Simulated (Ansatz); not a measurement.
**S on the 1x1 (101) surface of anatase TiO2 (cut with top plane O), one in a 2x1 cell, started at the site 'bridge O-O (span 2.8 Å)'**

Host crystal: anatase TiO2, with a band gap (PBE, scalar-relativistic without spin-orbit coupling).

All values below come from PBE (plane waves to 420 eV, PAW; Ansatz, a first-principles code).

Model: 37-atom slab, 9.4 Å thick at the start under the adsorbate (thin: gaps and levels are the slab's own), 3x4x1 mesh, Fermi-Dirac 0.01 eV, dipole correction, 14 atoms held, the rest relaxed; no symmetry held; spin-polarised, ending with about 2.0 μB a cell; orders that need a larger cell were not tried, no spin-orbit, no U, no dispersion correction. At the end it is bonded to Ti. In PBE this state lies 1.08 eV over the lowest of the starts that converged ('over Ti at depth 1.4 Å', where the adsorbate paired with a surface O atom).

| Quantity | Value |
|---|---|
| adsorption energy against ⅛ S8(g) | 2.60 eV |
| gap of the slab on its k-mesh | 1.01 eV |
| highest filled level below the top vacuum level | 6.89 eV |
| change of the step from the bottom to the top vacuum level, against the clean slab | -0.31 eV |
| energy released by relaxation | 0.49 eV |
| height of the binding atom over the mean of the host atoms within 0.3 Å of the top one | 1.717 Å |
| magnetic moment of the cell | 2.00 μB |
| nearest host atoms of the binding atom | O at 2.44 Å, Ti at 2.57 Å, O at 3.12 Å |
| largest move of a host atom | 0.09 Å |
| note | in the relaxation the adsorbate left its starting site by 1.1 Å |
| cost | about 22 core-minutes (a rough figure) |

A negative adsorption energy means that the adsorbate is more stable on the surface than in its reference.
